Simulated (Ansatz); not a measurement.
Input and output of a self-consistent single point for Li2ZnSiS4 (I-4, 8 atoms in the cell) (Ansatz, a first-principles code).

Method of the run: PBE (plane waves, PAW; Ansatz).

```yaml
crystal:
  lattice:
    - [-2.62683, 2.62683, 5.26188]
    - [2.62683, -2.62683, 5.26188]
    - [2.62683, 2.62683, -5.26188]
  atoms:
    - { symbol: Li, position: [0.00000, 0.00000, 0.00000] }
    - { symbol: Li, position: [0.75000, 0.25000, 0.50000] }
    - { symbol: Zn, position: [0.25000, 0.75000, 0.50000] }
    - { symbol: Si, position: [0.50000, 0.50000, 0.00000] }
    - { symbol: S, position: [0.62900, 0.62800, 0.51300] }
    - { symbol: S, position: [0.11500, 0.11600, 0.48700] }
    - { symbol: S, position: [0.37200, 0.88500, 0.00100] }
    - { symbol: S, position: [0.88400, 0.37100, 0.99900] }
```

Reference input (self-consistent single point, DFT, PBE, plane waves, default PAW files): basis.ecutwfc = 30.9 Ry; kpoints.mp_grid.grid = 6 6 6; hamiltonian.xc = pbe; hamiltonian.pseudopotentials = {kind: paw} (the program's default PAW files); scf.occupations.method = gaussian; scf.occupations.width = 0.0037 Ry. This run's input differs from it in these lines:

Ansatz 0.2 input:
```diff
@@ -19,3 +19,4 @@
   mp_grid:
-    grid: [6, 6, 6]
+    grid: [5, 5, 5]
+    shift: [0.5, 0.5, 0.5]
 hamiltonian:
```

The program printed (abridged):

```
SCF iter   1: F=—  HF=-7979.344159 eV  |F-HF|=—  |Δ(HF+E_count)|=         —  Δρ=8.92e-4  dr2=2.42e-3  ethr=1.77e-3  ⟨swp⟩=7.5  Hψ=3460  notcnv=0  defer=11
all-band conjugate gradients solve this SCF's bands
preconditioner: auto → Resta (q_TF=auto, 2.253 Å⁻¹)
SCF iter   2: F=—  HF=-7979.343499 eV  |F-HF|=—  |Δ(HF+E_count)|=   6.60e-4  Δρ=4.69e-4  dr2=2.62e-4  ethr=5.26e-6  ⟨swp⟩=2.6  Hψ=1119  notcnv=0  defer=25
SCF iter   3: F=—  HF=-7979.343655 eV  |F-HF|=—  |Δ(HF+E_count)|=   1.56e-4  Δρ=2.41e-4  dr2=7.28e-5  ethr=5.68e-7  ⟨swp⟩=2.2  Hψ=930  notcnv=0  defer=25
SCF iter   4: F=—  HF=-7979.343720 eV  |F-HF|=—  |Δ(HF+E_count)|=   6.49e-5  Δρ=1.05e-4  dr2=1.13e-5  ethr=1.58e-7  ⟨swp⟩=2.0  Hψ=936  notcnv=0  defer=25
SCF iter   5: F=—  HF=-7979.343726 eV  |F-HF|=—  |Δ(HF+E_count)|=   6.36e-6  Δρ=3.28e-5  dr2=1.71e-6  ethr=2.45e-8  ⟨swp⟩=2.3  Hψ=968  notcnv=0  defer=25
SCF iter   6: F=-7979.343728 eV  HF=-7979.343728 eV  |F-HF|=5.66e-8  |Δ(HF+E_count)|=   1.93e-6  Δρ=5.70e-6  dr2=5.61e-8  ethr=2.17e-10  ⟨swp⟩=8.7  Hψ=3443  notcnv=0
SCF 1 converged in 6 iterations: F = -7979.343728 eV  dr2 = 5.61e-8
Free energy (F): -7979.343728 eV
Internal energy: -7979.343728 eV  (E = F + TS)
E sigma→0 (E₀):  -7979.343728 eV
Fermi energy:    5.376850 eV
--- Forces (eV/Å), atoms counted from 1 ---
  atom   1  Li    -0.00000000     0.00000000     0.00000000
  atom   2  Li     0.00000000     0.00000000     0.00000000
  atom   3  Zn     0.00000000     0.00000000     0.00000000
  atom   4  Si     0.00000000    -0.00000000     0.00000000
  atom   5  S     -1.48407361    -1.28857149     1.35298360
  atom   6  S      1.48407361     1.28857149     1.35298360
  atom   7  S     -1.28857149     1.48407361    -1.35298360
  atom   8  S      1.28857149    -1.48407361    -1.35298360
--- Stress (GPa, compression-positive) ---
        1.478711       0.000000      -0.000000
       -0.000000       1.478711      -0.000000
       -0.000000      -0.000000       0.788751
  P = ⅓ Tr σ = 1.2487 GPa (12.487 kbar)
  The stress holds the Pulay correction. Without it, at fixed plane waves, as pw.x and ABINIT print it: P = 1.2249 GPa
```

The run converged in 6 iterations. Against the reference run the free energy hardly moves (within 1 meV/atom), the pressure stays at 1.25 GPa, the largest force stays at 2.386 eV/Å and the gap on the mesh goes from 2.191 to 2.255 eV.

The starting cell was generated: these elements placed on a structure prototype, without a prior relaxation; it need not be a known phase or ordering of this composition. Forces in this geometry exceed 1 eV/Å. Ansatz's pressure includes its estimate of the finite-basis (Pulay) stress. Another mesh or the band path of this cell gives a smaller gap, so this value is not converged in the mesh.
